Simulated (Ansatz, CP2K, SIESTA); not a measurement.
**SiO2 (P4_2/mnm, 6 atoms in the cell) computed with different codes at matched settings**

Band-structure calculation.

```
SiO2
1.0
    4.29286     0.00000     0.00000
    0.00000     4.29286     0.00000
    0.00000     0.00000     2.73147
Si O
2 4
Direct
  0.50000   0.50000   0.50000
  0.00000   0.00000   0.00000
  0.69316   0.69316   0.00000
  0.30684   0.30684   0.00000
  0.80684   0.19316   0.50000
  0.19316   0.80684   0.50000
```

Shared settings, as Ansatz (a quantum-chemistry and plane-wave program) writes them: kpoints.mp_grid.grid = 8 8 12; scf.occupations.method = fixed. Potentials and cutoffs stand in the table.

| code | model | gap along the path (eV) | smallest direct gap (eV) | cutoff |
|---|---|---|---|---|
| Ansatz | PBE, default PAW files | 4.32 | 4.32 | 420 eV |
| CP2K | PBE, GPW, DZVP-MOLOPT-SR-GTH basis, GTH-PBE potentials (GTH_POTENTIALS) | 4.24 | 4.24 | grid 450 Ry |
| SIESTA | GGA PBE, numerical atomic orbitals DZP, PseudoDojo PBE standard norm-conserving potentials (rewritten from UPF to PSML) | 4.22 | 4.22 | grid 400 Ry |

The spread over the programs that give each value: gap along the path within 0.10 eV; smallest direct gap within 0.10 eV.

CP2K and SIESTA use small atom-centred bases, whose incompleteness enters pressures, forces and empty levels differently from a plane-wave cutoff.

The starting cell comes from a database of computed structures (which also holds hypothetical and non-ambient phases and stackings), without a prior relaxation at this level. Its lattice was rescaled by a random factor within 2.5 % of one.

Left out of this page: Quantum ESPRESSO and FLEUR (not drawn, or without a comparable value).

Keys are those of Ansatz 0.2.
